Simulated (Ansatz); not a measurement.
Functionals compared on the (100) surface of diamond in its 1x1 cell, relaxed from an ideal cut (the real face may reconstruct), outermost plane spacing 0.89 Å in the ideal cut, in Ansatz (plane waves, PAW). The structure was relaxed with PBE; the other rows are single points on it, each with its references at the same level. Cutoff 420 eV (500 eV for r2SCAN).

Set-up: 13 atoms, 10.7 Å thick at the start; mesh 10x10x1; 0.025 eV smearing; dipole correction on; all atoms relaxed; start symmetry kept, larger cells not searched; no spin (no spin-polarised run to compare, though such a face may carry moments), no spin-orbit, no U. The slab shows no gap on its mesh. These notes are the PBE run's.

| functional | surface energy (J/m²) | work function of the top face (eV) | ionisation potential (eV) | rough cost of the single point |
|---|---|---|---|---|
| PBE | 8.46 | 7.27 | 7.78 | – |
| LDA | 9.25 | 7.50 | 8.00 | around 25 core-seconds (rough) |
| PBEsol | 8.90 | 7.29 | 7.77 | about 26 core-seconds (a rough figure) |
| RPBE | 8.12 | 7.16 | 7.67 | very roughly 27 core-seconds |
| r2SCAN | 9.00 | 7.51 | 8.03 | roughly 40 core-seconds |

Ansatz is a program for electronic structure.
